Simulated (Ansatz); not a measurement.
The parent structure is B (space group I4_132, No. 214; a = 4.633 Å; a hypothetical phase, not in the database extracts checked). Axes: x, y, z lie along the cube axes.

All numbers come from PBEsol (Ansatz, an electronic-structure program; PAW; 420 eV plane waves; spin-orbit coupling left out).

Perturbation: tensor shear ε_yz = +2.36 % (engineering shear γ = 0.0472); the atoms relax in the strained cell.

Task: Predict the stress tensor and what it implies for the stiffness.

Result: Stress of the strained cell less that of the base (GPa, compression positive):
```
  -0.03    0.00    0.00
   0.00   -0.11   -1.10
   0.00   -1.10   -0.11
```

Then −Δσ/γ with γ = 2ε = 0.0472 gives secant stiffness values (nonlinear terms included at this strain): C44 ≈ 23 GPa.

No phonon test of stability was made.
